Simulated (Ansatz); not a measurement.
GaAs, response to strain

Start from GaAs in the zinc blende structure (space group F-43m, No. 216).

```cif
data_AsGa
_chemical_formula_sum 'Ga1 As1'
_space_group_name_H-M_alt 'P 1'
_space_group_IT_number 1
_cell_length_a 4.00696
_cell_length_b 4.00696
_cell_length_c 4.00696
_cell_angle_alpha 60.000
_cell_angle_beta 60.000
_cell_angle_gamma 60.000
loop_
_space_group_symop_operation_xyz
  'x, y, z'
loop_
_atom_site_label
_atom_site_type_symbol
_atom_site_fract_x
_atom_site_fract_y
_atom_site_fract_z
_atom_site_occupancy
Ga1 Ga 0.00000 0.00000 0.00000 1
As1 As 0.25000 0.25000 0.25000 1
```

Strains are applied to the cell and any free atomic positions relax.

The values are results of plane-wave PAW DFT at the r2SCAN level (Ansatz, a quantum-chemistry and plane-wave program, 500 eV), no spin-orbit coupling, not measurements.

Notes on the quantities. energy relative to the base: free energy F.

| case | band gap | energy relative to the base | width of the top valence band |
|---|---|---|---|
| base | 0.96 eV | 0 meV/atom | 3.40 eV |
| isotropic strain +0.50 % | 0.84 eV | +1.1 meV/atom | 3.33 eV |
| isotropic strain +1.00 % | 0.72 eV | +4.4 meV/atom | 3.26 eV |
| isotropic strain +1.50 % | 0.61 eV | +9.8 meV/atom | 3.20 eV |
| isotropic strain +2.00 % | 0.49 eV | +17 meV/atom | 3.13 eV |
| isotropic strain +2.50 % | 0.38 eV | +26 meV/atom | 3.07 eV |
| isotropic strain +3.00 % | 0.27 eV | +37 meV/atom | 3.00 eV |

No phonon test of stability was made. A zero or small gap of GaAs under isotropic strain +3.00 % can be the functional's error rather than a property of the material.
